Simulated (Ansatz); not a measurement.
GaP (model structure, started from the cinnabar type, P6₂22, No. 180, 6 atoms in the cell), treated with PBEsol (PAW; Ansatz, a quantum-chemistry and plane-wave program).

Settings: plane-wave cutoff 500 eV, 12×12×6 k mesh (along the axes of the cell as run), Fermi–Dirac smearing 0.05 eV, scalar-relativistic PAW data made under PBE.

Cell (relaxed at this level):

```xyz
6
Lattice="3.8515 0.0000 0.0000 -1.9257 3.3355 0.0000 0.0000 0.0000 8.4542" Properties=species:S:1:pos:R:3 pbc="T T T"
Ga     1.9258     0.0000     5.6361
Ga    -0.9629     1.6678     2.8181
Ga     0.9629     1.6677     0.0000
P      1.9257     0.0000     1.4090
P     -0.9629     1.6677     7.0452
P      0.9629     1.6677     4.2271
```

Task: Estimate the band gap that the calculation returns.

Result: 
band gap: 0.24 eV (on the SCF k mesh)

Note: the relaxation could raise the start's symmetry but not lower it, so the cell can be a saddle point.

Spin–orbit coupling is not included.

A model structure was made by putting elements into a prototype or built by hand; it is no filed structure, need not be a known phase, and can be a saddle point held by its symmetry.
